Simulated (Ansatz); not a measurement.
We consider C11b MoSi2, described by revPBE in Ansatz (plane waves, PAW).

Run with plane-wave cutoff 520 eV, 24×24×24 k mesh, Fermi–Dirac smearing 0.05 eV, no spin polarisation, scalar-relativistic PAW data made under PBE.

Shape and atoms are relaxed at each volume.

Pressure at four volumes; x = ln(V/13.705 Å³). One pressure is withheld.

```
V (Å³/atom)        x  P (GPa)
-----------  -------  -------
13.157       -0.0408     8.91
13.705        0.0000     0.00
13.979        0.0198    -3.78
14.253        0.0392        ?
```

### Question
Pass a parabola P(x) through the three rows shown, estimate the bulk modulus and its pressure derivative near zero pressure, and predict the withheld pressure.

### Answer
Slopes between the rows: (0.00 − (8.91))/(0.0000 − (-0.0408)) = -218.38 and (-3.78 − (0.00))/(0.0198 − (0.0000)) = -190.91 GPa. Their difference over the span 0.0606 is c = 27.47/0.0606 = 453.3 GPa, so P(x) = 8.91 + (-218.38)(x − (-0.0408)) + 453.3 (x − (-0.0408))(x − (0.0000)). At the middle row B = −dP/dx = −[-218.38 + 453.3 × 0.0408] = 199.9 GPa, and B′ = dB/dP = 2c/B = 4.5. At x = 0.0392 the parabola gives -7.14 GPa; the run gives -7.16 GPa. The Birch–Murnaghan fit to the energies at all volumes has B0 = 199 GPa and B′ = 4.5.

Measured, for comparison: bulk modulus 222 ± 2 GPa (room temperature, not corrected to a static lattice, B' = 4; as tabulated in Structural stability of MoSi2 and Mo5Si3 under high pressure, Chin. Phys. B 26 …). Computed less measured: bulk modulus -10 %.

Ansatz is an electronic-structure program.
